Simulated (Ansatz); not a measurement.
System: LaRu2 (Fd-3m, No. 227). Method: PBEsol (plane waves, PAW; Ansatz, a program for electronic structure).

Numerical settings: plane-wave cutoff 500 eV, 12×12×12 k mesh, Fermi–Dirac smearing 0.1 eV, no spin polarisation, scalar-relativistic PAW data made under PBE.

Computed at the level's own relaxed cell.

Problem. Estimate the equilibrium volume per atom and lattice constant a that the calculation returns.

Solution. 
* **equilibrium volume per atom**: 18.32 Å³/atom
* **lattice constant a**: 7.603 Å

The run finds no gap.

Note: the relaxation could not lower the start's symmetry, so the cell can be a saddle point above a distorted one.

Spin–orbit coupling is not included.

Computed values are for the static lattice.
